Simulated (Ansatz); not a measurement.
Take ScBiO₃ (space group R3c, No. 161; a = 5.713 Å, c = 14.305 Å (hexagonal axes); a cell from a computed database, its experimental status unchecked) as the base.

The values are results of PBEsol/PAW in Ansatz (an electronic-structure program), no spin-orbit coupling, not measurements.

The change: the cell is scaled by 0.9795 in all directions; the atoms relax in the strained cell.

Predict the new largest internal atomic displacement.

The largest internal atomic displacement comes out as 0.074 Å.

What does the calculation give for the mean gap deformation potential ΔEg/Δln V after the change?

The mean gap deformation potential ΔEg/Δln V is +0.5 eV.

Estimate the effect on the energy relative to the base.

The energy rises by 20 meV/atom.

Spin-orbit coupling, missing from the scalar runs, can matter with Bi. Whether these cells are dynamically stable was not tested. All final runs are without spin polarisation.
